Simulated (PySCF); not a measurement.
PySCF 2.14.0, B3LYP/def2-svp: C[Si@H](N)C[SiH2]Cl, 16 atoms. The geometry is a generated start, not checked to be a minimum at this level.

```yaml
task: energy and gradient
method: b3lyp
basis: def2-svp
mol.max_memory: 7000 MB
mf.init_guess: minao (default)
mf.DIIS: CDIIS (default)
mf.diis_space: 8 (default)
mf.conv_tol: 1e-09 (default)
mf.grids.level: 3 (default)
basis functions (reference run): 146
grid points (reference run): 197464
```

```xyz
16

C     -1.4657    -1.1291    -0.3333
Si    -0.8320     0.4926     0.2809
N     -0.8763     1.6641    -0.9481
C      0.7909     0.4745     1.1447
Si     2.0177    -0.5309     0.2267
Cl     2.4947     0.2816    -1.5926
H     -2.5014    -1.0390    -0.6767
H     -1.4481    -1.8860     0.4570
H     -0.8771    -1.5091    -1.1740
H     -1.8254     0.9907     1.2531
H     -0.2938     1.4053    -1.7432
H     -1.8216     1.7726    -1.3094
H      1.1593     1.4954     1.2934
H      0.6588     0.0516     2.1468
H      3.2862    -0.6204     0.9924
H      1.5339    -1.9138    -0.0177
```
Charge 0, spin multiplicity 1.

The reference run uses exact four-centre integrals. One run each, on a shared machine, so no times are given.

Settings tried, all else as in the reference:
- density fitting of J alone, exact K
- density fitting, auxbasis = def2-universal-jfit
- density fitting, auxbasis = autoaux
- density fitting

Question: Which of these stay within 1.0 meV/atom in energy, 10 meV/Å in forces (largest component) of the reference run?

Answer: Within it: density fitting; density fitting, auxbasis = autoaux; density fitting of J alone, exact K. Outside: density fitting, auxbasis = def2-universal-jfit.

```json
[
 {"setting": "density fitting", "energy against the reference": "−0.20 meV/atom", "difference in forces (largest component)": "1.7 meV/Å"},
 {"setting": "density fitting, auxbasis = autoaux", "energy against the reference": "−0.033 meV/atom", "difference in forces (largest component)": "2.0 meV/Å"},
 {"setting": "density fitting of J alone, exact K", "energy against the reference": "−0.29 meV/atom", "difference in forces (largest component)": "1.8 meV/Å"},
 {"setting": "density fitting, auxbasis = def2-universal-jfit", "energy against the reference": "+1800 meV/atom", "difference in forces (largest component)": "690 meV/Å"}
]
```

Total energies are compared; such shifts often cancel in part in energy differences. def2-universal-jfit is made for Coulomb alone and misses functions that exchange needs. Also tried and not ranked: density fitting, auxbasis = def2-universal-jkfit (same energy as a listed run); COSX exchange (sgx_fit, pjs) with fitted J, mf.with_df.grids_level_i = 1, mf.with_df.grids_level_f = 1 (gradient came out as NaN); COSX exchange (sgx_fit, pjs) with fitted J, mf.with_df.grids_level_i = 1, mf.with_df.grids_level_f = 2 (default) (gradient came out as NaN); COSX exchange (sgx_fit, pjs) with fitted J, mf.with_df.grids_level_i = 1, mf.with_df.grids_level_f = 3 (gradient came out as NaN); COSX exchange (sgx_fit, pjs) with fitted J, mf.with_df.grids_level_i = 1, mf.with_df.grids_level_f = 4 (gradient came out as NaN). The tolerance is a choice made for this comparison.
